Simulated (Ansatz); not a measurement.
Consider BN in the h-BN type structure (space group P6_3/mmc, No. 194; a = 2.500 Å, c = 6.413 Å; layered, stacked along the Cartesian z axis).

Now apply this change: a hydrostatic pressure of 45 GPa.

Levels (all Ansatz, a quantum-chemistry and plane-wave program, PAW, earlier PAW set): PBEsol-D3(BJ) (420 eV, scalar-relativistic without spin-orbit coupling); r2SCAN (500 eV, scalar-relativistic without spin-orbit coupling); HSE06 (420 eV, no SOC); PBEsol+SOC (420 eV, spin-orbit coupling included).

One geometry, relaxed with PBEsol-D3(BJ), under each level:

| level | band gap | lowest conduction level above the VBM at special points |
|---|---|---|
| PBEsol-D3(BJ) | 3.54 eV | H 4.02 eV; L 4.19 eV; M 4.55 eV; K 6.56 eV |
| r2SCAN | 4.34 eV | H 4.86 eV; L 4.98 eV; M 5.29 eV; K 7.38 eV |
| HSE06 | 5.00 eV | H 5.55 eV; L 5.67 eV; M 6.02 eV; Γ 10.49 eV |
| PBEsol+SOC | 3.54 eV | H 4.02 eV; L 4.19 eV; M 4.55 eV; K 6.56 eV |

Single points use the geometry relaxed with PBEsol-D3(BJ). Their cutoffs differ, which shifts pressures a little. The hybrid gap comes from the SCF mesh plus the semilocal run's edge points and a few special points and is an upper bound. From pressure 45 GPa on, the axis ratios lie over 15 % from the base's, so the cell there is far from its starting form. The spin-orbit shifts are approximate. Load acts through the strain it causes; cell and atoms are relaxed under it. Whether these cells are dynamically stable was not tested. No other phases were tried under pressure.
